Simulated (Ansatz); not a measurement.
Take MoSi2 (space group I4/mmm, No. 139; a = 3.190 Å, c = 7.822 Å; relaxed with 0.1 eV smearing) as the base. Axes: x, y, z lie along a, b, c of the conventional cell.

Structures relaxed with PBEsol (Ansatz, a quantum-chemistry and plane-wave program, PAW, scalar-relativistic without spin-orbit coupling).

Base:

Simulated powder pattern, Cu Kα, λ = 1.54184 Å (kinematic, ideal powder, no thermal factors, no anomalous dispersion; the 8 strongest lines at most, above 2 %, up to 2θ = 90°):

```json
[
 {"2θ (°)": "22.74", "I/Imax (%)": "32", "hkl": "(002)"},
 {"2θ (°)": "30.26", "I/Imax (%)": "60", "hkl": "(101)"},
 {"2θ (°)": "39.97", "I/Imax (%)": "71", "hkl": "(110)"},
 {"2θ (°)": "44.90", "I/Imax (%)": "100", "hkl": "(103)"},
 {"2θ (°)": "46.47", "I/Imax (%)": "19", "hkl": "(112)"},
 {"2θ (°)": "57.81", "I/Imax (%)": "23", "hkl": "(200)"},
 {"2θ (°)": "76.05", "I/Imax (%)": "41", "hkl": "(213)"},
 {"2θ (°)": "86.16", "I/Imax (%)": "15", "hkl": "(116)"}
]
```

After one change:

Simulated powder pattern, Cu Kα, λ = 1.54184 Å (kinematic, ideal powder, no thermal factors, no anomalous dispersion; the 8 strongest lines at most, above 2 %, up to 2θ = 90°):

```tsv
2θ (°)	I/Imax (%)
22.74	44
29.87	43
30.26	41
39.66	100
44.62	71
44.90	69
75.23	29
75.84	29
```

Q: Which of these changes matches the shifts?
(A) uniaxial strain ε_xx = +1.00 %
(B) uniaxial strain ε_xx = −3.00 %
(C) uniaxial strain ε_xx = +1.50 %
(D) uniaxial strain ε_xx = −1.50 %

A: C, uniaxial strain ε_xx = +1.50 %. Its volume per atom is 13.47 Å³ against 13.27 Å³, and its space group is Immm (No. 71).

Stability against distortions was not tested. The final runs are not spin-polarised.
